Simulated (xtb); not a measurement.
xtb 6.7.1, GFN2-xTB: Fc1ccc(-c2ccc(-c3scc4c3OCCO4)s2)cc1, 32 atoms. The geometry is a generated start, not checked to be a minimum at this level.

```yaml
method: GFN2-xTB
"--acc": 1 (default)
"--etemp (K)": 300 (default)
detailed input (--input): "none: ANC optimiser, Lindh (1995) Hessian, microcycle=20, maxdispl=1.0, hlow=0.01 (default)"
basis_functions: 107
valence_electrons: 106
```

The structure is relaxed from this start with --opt LEVEL for the levels crude, sloppy, loose, lax, normal, tight, vtight, extreme, once each. Up to the end of the extreme run atoms move by at most 1.0 Å along an axis.

### Question
What is the loosest level that ends within 1 meV of the extreme run, and how many cycles does it take?

### Answer
normal: 27 cycles against 44, ending 0.34 meV above.

```json
[
 {"level": "crude", "cycles": "9", "energy above the extreme run (meV)": "53", "gradient norm (eV/Å)": "0.40"},
 {"level": "sloppy", "cycles": "18", "energy above the extreme run (meV)": "8.2", "gradient norm (eV/Å)": "0.17"},
 {"level": "loose", "cycles": "21", "energy above the extreme run (meV)": "3.3", "gradient norm (eV/Å)": "0.16"},
 {"level": "lax", "cycles": "24", "energy above the extreme run (meV)": "1.3", "gradient norm (eV/Å)": "0.11"},
 {"level": "normal", "cycles": "27", "energy above the extreme run (meV)": "0.34", "gradient norm (eV/Å)": "0.023"},
 {"level": "tight", "cycles": "30", "energy above the extreme run (meV)": "0.20", "gradient norm (eV/Å)": "0.0088"},
 {"level": "vtight", "cycles": "39", "energy above the extreme run (meV)": "0.013", "gradient norm (eV/Å)": "0.0066"},
 {"level": "extreme", "cycles": "44", "energy above the extreme run (meV)": "—", "gradient norm (eV/Å)": "0.0015"}
]
```
